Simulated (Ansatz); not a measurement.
The reference is Ti2O3 in the corundum structure (space group R-3c, No. 167).

The values are results of PBEsol in Ansatz (plane waves to 420 eV, PAW, no spin-orbit coupling), not measurements.

Measured: band gap 0.1 eV (temperature not stated; as listed in Mikhail Kuklin et al., Molecules (2022)).

Q: Knowing the measured values, estimate what each level computes.

A: 
```
level   band gap
------  --------
PBEsol      zero
```

Computed minus measured — band gap: PBEsol -0.10 eV. Measured values not marked as corrected hold thermal and zero-point effects that the static-lattice runs lack. A measured gap can be an optical one, lowered by exciton binding.

Stability against distortions was not tested. No Hubbard U is applied, and correlation can decide whether such a compound is a metal. The final runs are not spin-polarised.

Ansatz is a quantum-chemistry and plane-wave program.
